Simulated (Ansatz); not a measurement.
Ansatz (an electronic-structure program), DFT, PBE, plane waves, its default PAW files: Cu(100) slab of 4 layers, 1x1, atoms displaced, unrelaxed, 4 atoms. Basis and mesh were picked for this test and aren't claimed converged.

```yaml
cell: 2.56, 2.56, 15.42 Å; 90, 90, 90°
distance_to_the_nearest_atom: 2.50 to 2.56 Å
task: single point
k mesh: 10×10×1
hamiltonian.xc: pbe
kind_of_files: paw
scf.occupations.method: gaussian
scf.occupations.width: 0.05 eV
scf.initial_density.chi_scale: 0.1
output.forces: true
binding of workers (--pin): off
k-point pools (--kpoint-pools): 1
memory maximum (--max-ram): 8GiB
accuracy: medium (default)
basis.precision: auto (default)
basis.xc_grid: 2 (default)
scf.eigensolver.kind: auto (default)
scf.convergence.dr2_threshold: 1e-07 (default)
scf.lower_state_search: light (default)
k-points after symmetry: 52
bands_at_the_start: 43
electrons: 76
plane waves at Γ: 1975
cutoff (eV): 420
FFT grid: 18×18×108
symmetry_operations: 1
```

One run each.

All on 4 threads. Base settings, kept where nothing else is said: scf.mixing.algorithm = auto (default), scf.mixing.preconditioner = auto (default), scf.algorithm = auto (default) (scf.mixing.beta, scf.mixing.ndim, scf.mixing.q_tf not set). The settings tried:…
- scf.mixing.algorithm = broyden, scf.mixing.preconditioner = kerker, scf.mixing.q_tf = 1.5 1/Å
- scf.algorithm = direct_min
- scf.mixing.algorithm = broyden
- scf.mixing.algorithm = anderson
- scf.mixing.preconditioner = local_kerker
- scf.mixing.algorithm = anderson, scf.mixing.ndim = 16
- scf.mixing.preconditioner = ldos
- scf.mixing.algorithm = broyden, scf.mixing.preconditioner = kerker
- scf.mixing.ndim = 4
- scf.mixing.ndim = 16
- scf.mixing.preconditioner = none
- scf.mixing.algorithm = broyden, scf.mixing.beta = 0.7
- scf.mixing.algorithm = broyden, scf.mixing.beta = 1
- scf.mixing.preconditioner = kerker_dos
- scf.mixing.algorithm = anderson, scf.mixing.ndim = 4
- scf.mixing.algorithm = broyden, scf.mixing.preconditioner = kerker, scf.mixing.q_tf = 0.5 1/Å
- scf.mixing.algorithm = msr1
- scf.mixing.algorithm = broyden, scf.mixing.preconditioner = none
- the base settings
- scf.mixing.algorithm = broyden, scf.mixing.beta = 0.3
- scf.mixing.algorithm = anderson, scf.mixing.ndim = 1
- scf.mixing.algorithm = broyden, scf.mixing.beta = 0.1
- scf.mixing.preconditioner = kerker

Task: Which settings need the fewest SCF iterations, which the most, and do any fail to converge?

Result: Fewest SCF iterations, with those close behind: scf.mixing.algorithm = broyden, scf.mixing.beta = 0.3 (12); scf.algorithm = direct_min (12); the base settings (13); scf.mixing.algorithm = msr1 (13); scf.mixing.preconditioner = ldos (13); scf.mixing.ndim = 16 (13); scf.mixing.algorithm = broyden, scf.mixing.beta = 0.7 (14); scf.mixing.ndim = 4 (15). Most among those that reach the base run's result: scf.mixing.algorithm = broyden, scf.mixing.preconditioner = kerker (33); scf.mixing.preconditioner = kerker (31). No count from: scf.mixing.algorithm = anderson, scf.mixing.ndim = 1 (unfinished when stopped at the time that we allowed, after 19 SCF iterations). All the others converged. In the base run the program took: scf.mixing.algorithm MSR1, scf.mixing.preconditioner LDOS, scf.eigensolver.kind band_cg, --slots 4.

```
setting                                                                                        SCF iterations  applications of H to a band        end
---------------------------------------------------------------------------------------------  --------------  ---------------------------  ---------
scf.mixing.algorithm = broyden, scf.mixing.beta = 0.3                                                      12                        52976  converged
scf.algorithm = direct_min                                                                                 12                       278509  converged
the base settings                                                                                          13                        64293  converged
scf.mixing.algorithm = msr1                                                                                13                        64293  converged
scf.mixing.preconditioner = ldos                                                                           13                        64293  converged
scf.mixing.ndim = 16                                                                                       13                        63456  converged
scf.mixing.algorithm = broyden, scf.mixing.beta = 0.7                                                      14                        63338  converged
scf.mixing.ndim = 4                                                                                        15                        70084  converged
scf.mixing.algorithm = broyden, scf.mixing.preconditioner = kerker, scf.mixing.q_tf = 0.5 1/Å              16                        66192  converged
scf.mixing.algorithm = anderson                                                                            17                        77015  converged
scf.mixing.preconditioner = none                                                                           17                        70185  converged
scf.mixing.algorithm = broyden, scf.mixing.preconditioner = none                                           17                        74130  converged
scf.mixing.preconditioner = local_kerker                                                                   18                        71760  converged
scf.mixing.algorithm = anderson, scf.mixing.ndim = 16                                                      19                        76354  converged
scf.mixing.algorithm = broyden, scf.mixing.beta = 0.1                                                      20                        87166  converged
scf.mixing.algorithm = broyden, scf.mixing.preconditioner = kerker, scf.mixing.q_tf = 1.5 1/Å              20                        84349  converged
scf.mixing.algorithm = broyden                                                                             21                        87519  converged
scf.mixing.algorithm = broyden, scf.mixing.beta = 1                                                        21                        87519  converged
scf.mixing.preconditioner = kerker_dos                                                                     26                        97449  converged
scf.mixing.algorithm = anderson, scf.mixing.ndim = 4                                                       29                       137056  converged
scf.mixing.preconditioner = kerker                                                                         31                       116229  converged
scf.mixing.algorithm = broyden, scf.mixing.preconditioner = kerker                                         33                       125270  converged
```

An iteration's cost differs between solvers, so these counts don't give the time.

Keys are those of Ansatz 0.2.
